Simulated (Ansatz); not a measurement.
The reference is BaTiO3 in the cubic perovskite structure (space group Pm-3m, No. 221; a = 3.9346 Å). Axes: x, y, z lie along the cube axes.

The values are results of Ansatz (a quantum-chemistry and plane-wave program) LDA, spin-orbit coupling left out, not measurements.

Base values:

| Quantity | Value |
|---|---|
| Pressure | -0.01 GPa |

Modification: a pure shear with ε_xy = ε_yx = 0.0100, atoms relaxed at fixed cell.

### Question
Predict the new valence-band top at Γ and pressure.

### Answer
The valence-band top at Γ (three highest levels, from the VBM) is 0.00, -0.07, -0.13 eV; the pressure (mean of the normal stresses, compression positive) stays essentially unchanged (-0.01 GPa against 0.03 GPa).

The levels and masses belong to the bands next to the band gap. The cells carry an imposed strain or load. Whether these cells are dynamically stable was not tested. The final runs are not spin-polarised. Many cubic perovskites are stable only at high temperature; tilts and polar distortions were not tested. This is not the structure that BaTiO3 has at room temperature and ambient pressure.
